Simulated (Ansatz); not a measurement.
# Hypothetical diamond Ru: pressure series

Take Ru in the diamond structure (space group Fd-3m, No. 227; a hypothetical phase, not in the database extracts checked) as the base.

Ru is modelled in the cubic space group Fd-3m, origin choice 1 (No. 227), the diamond structure, Pearson symbol cF8. Cell: a = b = c = 5.455 Å, α = β = γ = 90.00°. Ru on 8a sees 4 Ru at 2.362 Å (tetrahedral). (Neighbours: up to the widest gap in distance over summed covalent radii, below 1.35, at either atom.)
(The calculation used a cell of 2 atoms; values per cell refer to that cell.)

Cell and atoms are relaxed at each pressure.

Calculations: DFT with PBE, PAW potentials and a 420 eV plane-wave cutoff in Ansatz (a quantum-chemistry and plane-wave program), no SOC.

Two rows of this table had their results exchanged by mistake.

```
pressure          volume per atom (Å³)  shortest distance (Å)  band gap
----------------  --------------------  ---------------------  --------
pressure −2 GPa                  20.54                  2.372      zero
pressure −1 GPa                  19.46                  2.329      zero
pressure 0.3 GPa                 20.25                  2.360      zero
pressure 0.7 GPa                 20.20                  2.359      zero
pressure 1.5 GPa                 20.10                  2.355      zero
pressure 3 GPa                   19.93                  2.348      zero
pressure 5 GPa                   19.71                  2.340      zero
pressure 7.5 GPa                 20.41                  2.367      zero
pressure 10 GPa                  19.22                  2.320      zero
```

**Question.** Which two?

**Answer.** The rows for pressure −1 GPa and pressure 7.5 GPa: the volume has to fall steadily with pressure, so 20.41 Å³ belongs to pressure −1 GPa and 19.46 Å³ to pressure 7.5 GPa.

Load acts through the strain it causes; cell and atoms are relaxed under it. Stability against distortions was not tested. No other phases were tried under pressure. All final runs are without spin polarisation.
